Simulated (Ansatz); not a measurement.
IrO₂ in the rutile structure, the quasi-harmonic free energy with PBEsol in Ansatz (an electronic-structure program). The cell was generated from a structure type, relaxed within its symmetry, and need not be the phase found at ambient conditions. The run noted for some of its cells that some bands missed the eigensolver's tolerance. Spin-orbit coupling is not included.

```
T (K)  α_a (10⁻⁶/K)  α_c (10⁻⁶/K)  C_P (J/mol/K)  bulk modulus B_T (GPa)     γ
-----  ------------  ------------  -------------  ----------------------  ----
200             2.7           1.3           39.3                     283  0.91
250             3.3           1.8           47.0                       ?  0.98
450             5.2           3.1              ?                     277  1.12
550             5.7           3.4           68.6                     274  1.16
600             6.0           3.5           70.1                     273  1.17
750             6.5           3.8           73.6                     268  1.19
850             6.8           3.9           75.2                     265  1.21
950             7.0           4.0           76.5                     262  1.22
```

Question: Fill in the missing entries.

Answer: 
- 250, bulk modulus B_T (GPa): 282
- 450, C_P (J/mol/K): 64.4

The crystal is held in this phase throughout; melting and phase transitions are not modelled.

The PAW data sets were generated under PBE and serve the other functionals too.
